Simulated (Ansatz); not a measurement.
# Pressure series in BAs

Consider BAs in the zinc blende structure (space group F-43m, No. 216; a = 4.809 Å).

Cell and atoms are relaxed at each pressure.

Method: PBE/PAW in Ansatz (an electronic-structure program), spin-orbit coupling left out, earlier PAW set.

| variant | band gap | smallest direct gap | width of the top valence band | lattice parameter a |
|---|---|---|---|---|
| base | 1.21 eV | 3.25 eV | 5.07 eV | 4.809 Å |
| pressure −2 GPa | 1.22 eV | 3.24 eV | 4.98 eV | 4.834 Å |
| pressure −1 GPa | 1.22 eV | 3.25 eV | 5.02 eV | 4.822 Å |
| pressure 0.3 GPa | 1.21 eV | 3.26 eV | 5.08 eV | 4.806 Å |
| pressure 0.7 GPa | 1.20 eV | 3.26 eV | 5.10 eV | 4.801 Å |
| pressure 1.5 GPa | 1.20 eV | [?] | [?] | [?] |
| pressure 3 GPa | 1.19 eV | 3.28 eV | 5.20 eV | 4.774 Å |
| pressure 5 GPa | 1.17 eV | 3.30 eV | 5.28 eV | 4.753 Å |
| pressure 7.5 GPa | 1.16 eV | 3.32 eV | 5.37 eV | 4.728 Å |
| pressure 10 GPa | 1.14 eV | 3.34 eV | 5.46 eV | 4.704 Å |

Problem. Some entries are withheld; estimate them.

Solution. 
- pressure 1.5 GPa, smallest direct gap: 3.27 eV
- pressure 1.5 GPa, width of the top valence band: 5.13 eV
- pressure 1.5 GPa, lattice parameter a: 4.791 Å

Load acts through the strain it causes; cell and atoms are relaxed under it. No phonon test of stability was made. Competing high-pressure phases were not computed.
